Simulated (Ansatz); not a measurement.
# Cu3N: response to strain

Consider Cu$_{3}$N (space group Pm-3m, No. 221).

```
Cu3N
1.0
    3.82697     0.00000     0.00000
    0.00000     3.82697     0.00000
    0.00000     0.00000     3.82697
N Cu
1 3
Direct
  0.00000   0.00000   0.00000
  0.50000   0.00000   0.00000
  0.00000   0.00000   0.50000
  0.00000   0.50000   0.00000
```

Cartesian axes are those of the cell as printed.

Strains are applied to the cell and any free atomic positions relax; under biaxial strain the out-of-plane vector relaxes too.

The values are results of PBE/PAW in Ansatz (a quantum-chemistry and plane-wave program), scalar-relativistic without spin-orbit coupling, not measurements.

Candidates:
(a) isotropic strain +2.85 %
(b) biaxial strain +4.94 %, plane normal [001], relaxed out of plane
(c) biaxial strain +0.87 %, plane normal [110], relaxed out of plane
(d) isotropic strain +4.94 %
(e) tensor shear ε_xy = −0.59 %

Notes on the quantities. energy relative to the base: free energy F.

Task: Order them by energy relative to the base, lowest first.

Result: (e) tensor shear ε_xy = −0.59 % (+0.1 meV/atom), (c) biaxial strain +0.87 %, plane normal [110], relaxed out of plane (+1.0 meV/atom), (a) isotropic strain +2.85 % (+34 meV/atom), (b) biaxial strain +4.94 %, plane normal [001], relaxed out of plane (+48 meV/atom), (d) isotropic strain +4.94 % (+93 meV/atom)

No phonon test of stability was made. The final runs are not spin-polarised.
